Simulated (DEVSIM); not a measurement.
Device: double heterostructure, GaAs between p- and n-type Al0.4Ga0.6As, at 350 K.

Layer 1 from the left is Al0.4Ga0.6As, thickness (μm) 0.150, Na (cm⁻³) 5e17, τn (s) 2.3e-9, τp (s) 2.3e-9. Layer 2 from the left is GaAs, thickness (μm) 0.250, Nd (cm⁻³) 8.9e15, τn (s) 2.3e-9, τp (s) 2.3e-9. Layer 3 from the left is Al0.4Ga0.6As, thickness (μm) 0.390, Nd (cm⁻³) 2.8e17, τn (s) 2.3e-9, τp (s) 2.3e-9.

Left contact: ohmic. Right contact: ohmic. Voltage is applied to the left contact. Recombination: SRH at mid-gap, radiative. Mobility is μmin + (μ − μmin)/(1 + (N/Nref)^α).

This is a model device: material constants are rounded textbook-type values typed into the input, and sizes, dopings and lifetimes were drawn at random. Values at 300 K; Nc and Nv go as T^1.5, mobilities as T to minus their exponent, the gap by Varshni's rule with the affinity fixed.

Al0.4Ga0.6As: gap (eV) 1.9228, affinity (eV) 3.754, permittivity 11.76, Nc (cm⁻³) 7.93e17, Nv (cm⁻³) 9e18, μn (cm²/Vs) 3220, μp (cm²/Vs) 158, μn,min 500, μp,min 20, Nref,n 6e16, Nref,p 1.5e17, αn 0.39, αp 0.38, T exponent of μn 2.1, T exponent of μp 2.2, B (cm³/s) 2e-10, Varshni α (eV/K) 0.000541, Varshni β (K) 204. GaAs: gap (eV) 1.424, affinity (eV) 4.07, permittivity 12.9, Nc (cm⁻³) 4.7e17, Nv (cm⁻³) 9e18, μn (cm²/Vs) 8500, μp (cm²/Vs) 400, μn,min 500, μp,min 20, Nref,n 6e16, Nref,p 1.5e17, αn 0.39, αp 0.38, T exponent of μn 2.1, T exponent of μp 2.2, B (cm³/s) 2e-10, Varshni α (eV/K) 0.000541, Varshni β (K) 204.

DEVSIM, 1D drift-diffusion, Boltzmann statistics, complete ionisation; no tunnelling, impact ionisation, image-force lowering or self-heating. Band offsets follow the typed affinities; no thermionic-emission limit at abrupt steps, no polarisation charge.

Q: What does the simulation give for the potential step across the device at zero bias, the dark forward voltage at 100 A/cm²?

A: potential step across the device at zero bias 1.767 V; dark forward voltage at 100 A/cm² 1.213 V.
